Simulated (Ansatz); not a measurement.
The parent structure is ScBi in the rock salt structure (space group Fm-3m, No. 225; a = 5.9399 Å; a cell from a computed database, its experimental status unchecked; relaxed with 0.1 eV smearing). Axes: x, y, z lie along the cube axes.

Method: plane-wave PAW DFT at the PBEsol level (Ansatz, a program for electronic structure, 420 eV), spin-orbit coupling left out.

Strains are applied to the cell and any free atomic positions relax; under biaxial strain the out-of-plane vector relaxes too.

One change was made to it. Results:

The energy increases by 13 meV/atom; the pressure (mean of the normal stresses, compression positive) goes from zero to -1.9 GPa.

Task: Name the change that was made.
(A) uniaxial strain ε_zz = +3.53 %
(B) biaxial strain +2.13 %, plane normal [111], relaxed out of plane
(C) biaxial strain +1.74 %, plane normal [001], relaxed out of plane
(D) isotropic strain +2.22 %
(E) tensor shear ε_yz = +0.72 %

Result: A, uniaxial strain ε_zz = +3.53 %. For comparison, the energy relative to the base in the other runs: biaxial strain +1.74 %, plane normal [001], relaxed out of plane gives +7.6 meV/atom; biaxial strain +2.13 %, plane normal [111], relaxed out of plane gives +6.2 meV/atom; isotropic strain +2.22 % gives +22 meV/atom; tensor shear ε_yz = +0.72 % gives +0.3 meV/atom.

Whether these cells are dynamically stable was not tested. All final runs are without spin polarisation.
